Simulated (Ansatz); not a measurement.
Structures of equal composition on the (0001) surface of 4H silicon carbide (Si plane on top): (√3x√3)R30° Au adatom at H3; (√3x√3)R30° Au adatom at T4. The slabs share one bottom face, and each structure is named by its start. These are constructed structures in small cells; real faces may alloy, dewet or reconstruct in larger ones, and not all known structures of the face are among them. Slabs of about 10 Å with all that they carry, Fermi-Dirac smearing of 0.025 eV. Bottom of the slabs: H caps. Relaxed from the named starts with such symmetry as they have, on meshes of like density; energies extrapolated to zero smearing; no spin-orbit coupling, no U. Spin-polarised runs, if any, are marked in brackets, and their order is one that fits the cell; the others ran without spin. Where a second, spin-polarised start was run, the lower counts.

Host crystal: 4H silicon carbide, with a band gap (PBE, scalar-relativistic without spin-orbit coupling).

Calculation: PBE (plane waves to 420 eV, PAW; Ansatz, a first-principles code).

Task: Put the candidates in order of energy per 1x1 cell, lowest first, for PBE.

Result: (√3x√3)R30° Au adatom at H3 (0.000 eV, no gap over 0.04 eV on the mesh), (√3x√3)R30° Au adatom at T4 (0.039 eV, no gap over 0.04 eV on the mesh)
